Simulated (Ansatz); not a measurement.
Functionals compared on the (21-32) surface of hcp Hf in its 1x1 cell, outermost plane spacing 0.32 Å in the ideal cut (one of several cuts of this face), in Ansatz (plane waves, PAW). The structure was relaxed with PBE; the other rows are single points on it, each with its references at the same level. Cutoff 420 eV (500 eV for r2SCAN).

Model: 22-atom slab, 10.0 Å thick at the start (thin: gaps and levels are the slab's own), 7x5x1 mesh, Fermi-Dirac 0.1 eV, dipole correction, all atoms relaxed; start symmetry kept, larger cells not searched; no spin, no spin-orbit, no U. These notes are the PBE run's.

```tsv
functional	surface energy (J/m²)	work function of the top face (eV)	rough cost of the single point
PBE	1.92	3.59	–
LDA	2.13	3.82	around 10 core-minutes (rough)
PBEsol	2.09	3.66	about 11 core-minutes (a rough figure)
RPBE	1.81	3.47	about 10 core-minutes (a rough figure)
r2SCAN	?	?	very roughly 20 core-minutes
```

Question: Complete the blanks.

Answer: 
- r2SCAN, surface energy (J/m²): 2.12
- r2SCAN, work function of the top face (eV): 3.60

Ansatz is a first-principles code.
